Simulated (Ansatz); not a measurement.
The reference is SrZrO3 (space group Imma, No. 74; a = 5.795 Å, b = 8.135 Å, c = 5.814 Å; a cell from a computed database, its experimental status unchecked).

Method: Kohn–Sham DFT with the PBEsol functional, run in Ansatz (a quantum-chemistry and plane-wave program) with PAW and 420 eV plane waves, no spin-orbit coupling.

Before the change:

```
Property           Result
---------------  --------
Band gap          3.59 eV
Volume per atom  13.70 Å³
```

One thing is altered: full substitution O → Te; the structure is relaxed again.

How does this affect the band gap and volume per atom?

The band gap changes from 3.59 eV to zero; the volume per atom grows by 19.50 Å³ to 33.20 Å³.

With Te present, leaving out spin-orbit coupling can change the band edges. No phonon test of stability was made. As relaxed here, SrZrTe3 is a hypothetical phase, not in the database extracts checked. The final runs are not spin-polarised. Gaps under 0.05 eV, about the width of the smearing, are given as zero. A zero or small gap of SrZrTe3 can be the functional's error rather than a property of the material.
